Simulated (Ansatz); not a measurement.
Consider BAs in the wurtzite structure (space group P6_3mc, No. 186; a = 3.3544 Å, c = 5.5538 Å; a cell from a computed database, its experimental status unchecked).

Method: PBEsol in Ansatz (plane waves to 420 eV, PAW, scalar-relativistic without spin-orbit coupling).

Base values:

* **Valley order**: M (1/2, 0, 0) 1.02 eV; K (1/3, 1/3, 0) 1.20 eV; Γ 2.16 eV

One thing is altered: hydrostatic tension (pressure −1 GPa).

Q: Predict the new valley order.

A: The valley order (the lowest conduction-band minima on the path, energy above the VBM, named in the base's zone) goes from M (1/2, 0, 0) 1.02 eV; K (1/3, 1/3, 0) 1.20 eV; Γ 2.16 eV to M (1/2, 0, 0) 1.03 eV; K (1/3, 1/3, 0) 1.22 eV; Γ 2.12 eV.

The levels and masses belong to the bands next to the band gap. Load acts through the strain it causes; cell and atoms are relaxed under it. Stability against distortions was not tested. This is not the structure that BAs has at room temperature and ambient pressure.

Ansatz is a program for electronic structure.
